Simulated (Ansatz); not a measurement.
**ZnSe with two functionals, pressure −2 GPa**

Consider ZnSe in the zinc blende structure (space group F-43m, No. 216; a = 5.733 Å).

(Cell as relaxed with PBE.)

Levels (all Ansatz, an electronic-structure program, PAW, earlier PAW set): PBE (420 eV, no SOC); r2SCAN (500 eV, spin-orbit coupling left out).

Each level relaxes its own structure.

```json
[
 {"base": "volume per atom", "PBE": "23.55 Å³", "r2SCAN": "22.74 Å³"},
 {"base": "lattice parameter a", "PBE": "5.733 Å", "r2SCAN": "5.666 Å"},
 {"base": "band gap", "PBE": "1.15 eV", "r2SCAN": "1.86 eV"}
]
```

It is then changed as follows: a negative pressure, −2 GPa.

```tsv
quantity	PBE	r2SCAN
shift of the gap caused by the change	-0.15 eV	-0.14 eV
lattice parameter a	5.807 Å	5.728 Å
band gap	1.00 eV	1.72 eV
hole mass (degenerate bands, along [100])	0.085, 0.66, 0.66 mₑ (at Γ)	0.13, 0.63, 0.63 mₑ (at Γ)
```

PBE's lattice parameter a lies 0.0783 Å above r2SCAN's (1.4 %); PBE's band gap lies 0.72 eV below r2SCAN's. Neither level is exact; r2SCAN is the comparison here, not a measurement.

Load acts through the strain it causes; cell and atoms are relaxed under it. Effective masses come from finite differences of ±0.01 Å⁻¹. Stability against distortions was not tested.
